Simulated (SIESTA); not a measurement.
Band structure of NaBi (P4/mmm, 2 atoms in the cell).

```yaml
crystal:
  lattice:
    - [3.40520, 0.00000, 0.00000]
    - [0.00000, 3.40520, 0.00000]
    - [0.00000, 0.00000, 4.86714]
  atoms:
    - { symbol: Na, position: [0.50000, 0.50000, 0.50000] }
    - { symbol: Bi, position: [0.00000, 0.00000, 0.00000] }
```

Method of the run: SIESTA 5.4.2 with GGA PBEsol, numerical atomic orbitals DZP, PseudoDojo PBEsol standard norm-conserving potentials (rewritten from UPF to PSML).

Settings: XC.functional = GGA; XC.authors = PBEsol; potentials = PseudoDojo PBEsol standard; PAO.BasisSize = DZP; PAO.EnergyShift = 0.01 Ry; MeshCutoff = 300 Ry; kgrid.MonkhorstPack = 10 10 7; OccupationFunction = FD; ElectronicTemperature = 0.1 eV; MaxSCFIterations = 150; SCF.Mixer.Method = Broyden; SCF.Mixer.Weight = 0.1; SCF.Mixer.History = 6; SCF.DM.Tolerance = 1.0E-04.

The starting cell comes from a database of computed structures (which also holds hypothetical and non-ambient phases and stackings), without a prior relaxation at this level. Spin-orbit coupling is off. Values carry the incompleteness of an atom-centred basis.

Levels in eV from the Fermi level, bands 9 to 14:
| point | 9 | 10 | 11 | 12 | 13 | 14 |
|---|---|---|---|---|---|---|
| Γ | -22.41 | -11.85 | -1.87 | 0.58 | 3.19 | 3.19 |
| X | -22.37 | -10.29 | -4.21 | -0.17 | 3.31 | 4.78 |
| M | -22.36 | -8.78 | -2.42 | -2.42 | 1.66 | 2.60 |
| Z | -22.41 | -11.66 | -4.12 | 3.35 | 3.35 | 7.26 |
| R | -22.38 | -10.17 | -3.83 | -1.96 | 1.49 | 5.02 |
| A | -22.37 | -8.67 | -2.20 | -2.20 | -0.03 | 3.31 |

Bands cross the Fermi level along this path, so the cell is metallic at this level.

Higher empty bands are left out: an atom-centred basis made for the valence describes them poorly.
